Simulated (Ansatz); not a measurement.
**Response to strain in hypothetical P6_3/mmc SnS2**

Start from SnS$_{2}$ in the 2H-MoS2 type structure (space group P6_3/mmc, No. 194; a hypothetical phase, not in the database extracts checked; layered, stacked along the Cartesian z axis).

```
SnS2
1.0
    3.58877     0.00000     0.00000
   -1.79438     3.10796     0.00000
    0.00000     0.00000    11.88899
Sn S
2 4
Direct
  0.33333   0.66667   0.25000
  0.66667   0.33333   0.75000
  0.33333   0.66667   0.61434
  0.66667   0.33333   0.11434
  0.66667   0.33333   0.38566
  0.33333   0.66667   0.88566
```

Cartesian axes are those of the cell as printed.

Strains are applied to the cell and any free atomic positions relax; under biaxial strain the out-of-plane vector relaxes too; under stress the whole cell relaxes.

The values are results of PBE-D3(BJ) (Ansatz, a first-principles code), scalar-relativistic without spin-orbit coupling, earlier PAW set, not measurements.

| case | volume per atom | space group |
|---|---|---|
| base | 22.10 Å³ | P6_3/mmc (No. 194) |
| biaxial strain −1.04 %, plane normal [001], relaxed out of plane | 21.87 Å³ | P6_3/mmc (No. 194) |
| biaxial strain +3.44 %, plane normal [001], relaxed out of plane | 22.51 Å³ | P6_3/mmc (No. 194) |
| isotropic strain −1.43 % | 21.17 Å³ | P6_3/mmc (No. 194) |
| isotropic strain +0.56 % | 22.47 Å³ | P6_3/mmc (No. 194) |
| isotropic strain +0.90 % | 22.70 Å³ | P6_3/mmc (No. 194) |
| uniaxial strain ε_xx = +1.88 % | 22.52 Å³ | Cmcm (No. 63) |
| uniaxial strain ε_xx = +2.17 % | 22.58 Å³ | Cmcm (No. 63) |
| uniaxial stress, 0.5 GPa tension along z | 22.50 Å³ | P6_3/mmc (No. 194) |
| tensor shear ε_xz = −2.69 % | 22.09 Å³ | C2/c (No. 15) |

Stability under load was not tested beyond the relaxation. The final runs are not spin-polarised. Under tensor shear ε_xz = −2.69 % the cell ends below the base's energy or with stress of the wrong sign: the atoms slid into a distortion or the cell is elastically unstable, so the base is not a stable minimum at this level.
